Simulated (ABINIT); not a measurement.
ABINIT run on MoIr (P-6m2, 2 atoms in the cell): self-consistent single point.

Method: LDA (PW92), PAW (JTH v2.0 LDA PAW) (plane waves; ABINIT).

The change in words: lattice scaled by 0.98. Reference geometry:
```xyz
2
Lattice="2.7921 0.0000 0.0000 -1.3960 2.4180 0.0000 0.0000 0.0000 4.4699" Properties=species:S:1:pos:R:3 pbc="T T T"
Mo     0.0000     0.0000     0.0000
Ir     0.0000     1.6120     2.2350
```

Reference input (self-consistent single point, DFT, LDA (PW92), plane waves, PAW (JTH v2.0 LDA PAW)): pseudos = [Mo.LDA_PW-JTH.xml, Ir.LDA_PW-JTH.xml]; ecut = 20 Ha; pawecutdg = 40 Ha; pawxcdev = 0; occopt = 3; tsmear = 0.05 eV; ngkpt = 18 18 10; nshiftk = 1; shiftk = 0 0 0; potentials = JTH v2.0 LDA PAW; nband = 21; kptopt = 1. This run's input differs from it in these lines:

```diff
@@ -5,5 +5,5 @@
 rprim
-         5.2762095768    0.0000000579    0.0000000000
-        -2.6381048385    4.5693315003    0.0000000000
-         0.0000000000    0.0000000000    8.4469245990
+         5.1706850798   -0.0000003448    0.0000000000
+        -2.5853422413    4.4779448065    0.0000000000
+         0.0000000000    0.0000000000    8.2779868629
 natom 2
```

Output, abridged:

```
--- !BeginCycle
solver: {iscf: 17, nstep: 50, nline: 4, wfoptalg: 10, }
tolerances: {tolvrs: 1.00E-12, }
...

     iter   Etot(hartree)      deltaE(h)  residm     nres2
 ETOT  1  -144.39454977287    -1.444E+02 2.620E+01 1.069E+01
 ETOT  2  -146.49959906113    -2.105E+00 3.145E-01 2.050E+01
 ETOT  3  -146.43820137736     6.140E-02 1.646E-01 2.260E+00
 ETOT  4  -146.43154536075     6.656E-03 1.184E-01 1.118E+00
 ETOT  5  -146.42921364740     2.332E-03 9.408E-02 1.174E-01
   [... 7 lines left out ...]
 ETOT 13  -146.42914784969     4.263E-12 4.723E-05 6.282E-10
 ETOT 14  -146.42914784968     1.307E-12 6.178E-05 4.506E-11
 ETOT 15  -146.42914784968     2.842E-13 2.243E-05 1.037E-12
 ETOT 16  -146.42914784968    -8.527E-14 3.123E-05 1.317E-13
 At SCF step   16       nres2   =  1.32E-13 < tolvrs=  1.00E-12 =>converged.

 Cartesian components of stress tensor (hartree/bohr^3)
  sigma(1 1)= -4.41089842E-05  sigma(3 2)=  0.00000000E+00
  sigma(2 2)= -4.41089847E-05  sigma(3 1)=  0.00000000E+00
  sigma(3 3)= -1.65165823E-04  sigma(2 1)=  6.00342059E-14

 ----iterations are completed or convergence reached----

 reduced coordinates (array xred) for    2 atoms
       0.000000000000      0.000000000000      0.000000000000
       0.333333333333      0.666666666667      0.500000000000
 cartesian forces (eV/Angstrom) at end:
    1      0.00000000000000     0.00000000000000    -0.00000000000000
    2     -0.00000000000000    -0.00000000000000    -0.00000000000000
 frms,max,avg= 8.9260495E-28 1.3389075E-27   0.000E+00  0.000E+00  0.000E+00 e/A
   [... lines left out ...]
 Fermi (or HOMO) energy (hartree) =   0.55089   Average Vxc (hartree)=  -0.48857
   [... lines left out ...]
'-kT*entropy'       : -4.65538201317959E-04
total_energy        : -1.46429148013545E+02
total_energy_eV     : -3.98453975488933E+03
...

-Cartesian components of stress tensor (GPa)         [Pressure=  2.4849E+00 GPa]
- sigma(1 1)= -1.29773090E+00  sigma(3 2)=  0.00000000E+00
- sigma(2 2)= -1.29773091E+00  sigma(3 1)=  0.00000000E+00
- sigma(3 3)= -4.85934547E+00  sigma(2 1)=  1.76626702E-09

 Calculation completed.
```

The run converged in 16 iterations. Against the reference run the free energy drops by 42.0 meV/atom and the pressure goes from -16.62 to 2.48 GPa.

The starting cell comes from a database of computed structures (which also holds hypothetical and non-ambient phases and stackings), without a prior relaxation at this level. For this run, on top of that: lattice scaled by 0.98. Spin polarisation is off.

Cost on one core of a shared machine: roughly 2 min.
